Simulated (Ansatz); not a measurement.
**What biaxial strain −0.50 %, plane normal [001], relaxed out of plane does to CaSe**

Take CaSe in the rock salt structure (space group Fm-3m, No. 225; a = 5.869 Å) as the base. Axes: x, y, z lie along the cube axes.

The change: compressive biaxial strain of 0.50 % in the plane normal to [001], as in epitaxy on a mismatched substrate; the out-of-plane cell vector and the atoms relax.

All numbers come from Ansatz (a quantum-chemistry and plane-wave program) PBEsol, without spin-orbit coupling. k-mesh 10×10×10 (Γ-centred); smearing 0.05 eV (Fermi–Dirac).

The volume per atom drops by 0.21 Å³, from 25.26 Å³ to 25.05 Å³ and the space group goes from Fm-3m (No. 225) to I4/mmm (No. 139). The shortest interatomic distance shrinks by 0.0147 Å, from 2.934 Å to 2.920 Å and the energy rises by 0.5 meV/atom. The pressure (mean of the normal stresses, compression positive) goes from zero to 4.5 kbar and the band gap falls by 0.03 eV to 1.85 eV. The gap character is indirect, Γ → X and the smallest direct gap decreases by 0.03 eV to 2.82 eV. The electron mass stays 1.4 mₑ along k, 0.27 mₑ across (at X) and the valley order (the lowest conduction-band minima on the path, energy above the VBM, named in the base's zone) changes from X along ⟨100⟩ 1.88 eV; Γ 3.31 eV to X along [100] 1.85 eV; X along [001] 1.86 eV; Γ 3.36 eV. The out-of-plane strain is +0.15 % and the mean in-plane stress (compression positive) amounts to +0.7 GPa.

Cost of the whole job for the changed cell (relaxation, final SCF and bands): about 13 core-seconds (a rough figure).

Effective masses come from finite differences of ±0.01 Å⁻¹. Along k means along the line from Γ to the band edge. Whether these cells are dynamically stable was not tested. k-point labels follow each cell's own Brillouin zone.
